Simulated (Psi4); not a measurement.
Psi4 1.11, unrestricted BP86/def2-svp: [N]=C=O, charge 0, multiplicity 2, 3 atoms. The geometry is a generated start, not checked to be a minimum at this level.

| Quantity | Result |
|---|---|
| task | energy |
| method | bp86 |
| basis | def2-svp |
| memory | 3 GB |
| maxiter | 100 |
| keys of the molecule block | symmetry c1 |
| scf_type | df (default) |
| e_convergence | 1e-06 (default) |
| d_convergence | 1e-06 (default) |
| dft_radial_points | 75 (default) |
| dft_spherical_points | 302 (default) |
| basis functions | 42 |
| grid points | 64303 |

```xyz
3

N      1.1860     0.0508     0.0174
C     -0.0128     0.0047     0.0000
O     -1.1732    -0.0554    -0.0174
```

Charge 0 and multiplicity 2 are set for this test and not shown to be the ground state.

With the defaults (diis = true, scf_initial_accelerator = adiis, damping_percentage = 0, diis_max_vecs = 10, guess = auto, which took SAD, soscf = false, soscf_start_convergence = 0.01, diis_start = 1) it converges in 9 SCF iterations. One run each on 2 threads, with these changes:
- diis_start = 4
- damping_percentage = 20
- diis = false, scf_initial_accelerator = none, damping_percentage = 60
- diis_max_vecs = 6
- soscf = true
- guess = core
- scf_initial_accelerator = ediis
- guess = huckel
- soscf = true, soscf_start_convergence = 0.001

Which of these changes keep the SCF from converging, or lead it to another solution?

No convergence: diis = false, scf_initial_accelerator = none, damping_percentage = 60 (the run ends without SCF convergence in 100 iterations). The rest reach the solution of the defaults.

| setting | SCF iterations | JK calls | end |
|---|---|---|---|
| soscf = true | 7 | 23 | same solution |
| soscf = true, soscf_start_convergence = 0.001 | 8 | 19 | same solution |
| the defaults | 9 | 10 | same solution |
| diis_max_vecs = 6 | 9 | 10 | same solution |
| scf_initial_accelerator = ediis | 9 | 10 | same solution |
| guess = huckel | 11 | 30 | same solution |
| guess = core | 12 | 12 | same solution |
| damping_percentage = 20 | 15 | 16 | same solution |
| diis_start = 4 | 15 | 16 | same solution |
| diis = false, scf_initial_accelerator = none, damping_percentage = 60 | 100 | 101 | no convergence |

An SOSCF iteration holds several JK calls; a Hückel guess adds calls on atoms.
